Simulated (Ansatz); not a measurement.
Base system: SrO in the rock salt structure (space group Fm-3m, No. 225; a = 5.195 Å).

Computed with Kohn–Sham DFT with the PBE functional, run in Ansatz (a first-principles code) with PAW and 420 eV plane waves, scalar-relativistic without spin-orbit coupling.

Strains are applied to the cell and any free atomic positions relax.

One change was made to it. Results:

The pressure goes from zero to 1.32 GPa; the valley order (the lowest conduction-band minima on the path, energy above the VBM, named in the base's zone) goes from X along ⟨100⟩ 3.33 eV; Γ 3.79 eV to X along ⟨100⟩ 3.32 eV; Γ 3.90 eV.

### Question
Which change produced these results?
(A) isotropic strain −1.00 %
(B) isotropic strain +1.00 %
(C) isotropic strain +3.00 %
(D) isotropic strain −0.50 %
(E) isotropic strain −2.00 %

### Answer
D, isotropic strain −0.50 %. For comparison, the valley order in the other runs: isotropic strain +1.00 % gives X along ⟨100⟩ 3.33 eV; Γ 3.59 eV; isotropic strain −1.00 % gives X along ⟨100⟩ 3.31 eV; Γ 4.00 eV; isotropic strain +3.00 % gives Γ 3.20 eV; X along ⟨100⟩ 3.34 eV; isotropic strain −2.00 % gives X along ⟨100⟩ 3.30 eV; Γ 4.23 eV.

The levels and masses belong to the bands next to the band gap. Whether these cells are dynamically stable was not tested.
